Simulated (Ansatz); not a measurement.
Data:

```yaml
crystal:
  lattice:
    - [0.00000, 2.51685, 2.83054]
    - [2.51685, 0.00000, 2.83054]
    - [2.51685, 2.51685, 0.00000]
  atoms:
    - { symbol: Sr, position: [0.00000, 0.00000, 0.00000] }
    - { symbol: O, position: [0.50000, 0.50000, 0.50000] }
```

Computed with r2SCAN, rigid bands (plane waves, PAW, scalar-relativistic; Ansatz, a quantum-chemistry and plane-wave program). Condition of this run: uniaxial stress along [001] of -9 GPa (compression positive) (the target of the relaxation). Cell: cell and atoms relaxed with PBEsol, then loaded as said.

Problem. Predict the electron conductivity mass (n e² τ/σ) at 300 K, by direction if it differs.

Solution. 0.58 (x), 0.58 (y), 0.46 (z) mₑ.

Problem. Predict the hole conductivity mass (n e² τ/σ) at 300 K, by direction if it differs.

Solution. 0.85 (x), 0.85 (y), 11.2 (z) mₑ.

Problem. And the band gap?

Solution. 3.65 eV at this level; semilocal functionals usually fall short of the measured gap.

Rigid bands, one relaxation time for all states, no polarons. Spin-orbit coupling is left out; where it splits the top of the valence band it changes the hole mass and lowers the gap by about a third of the splitting. Geometry: cell and atoms relaxed with PBEsol.
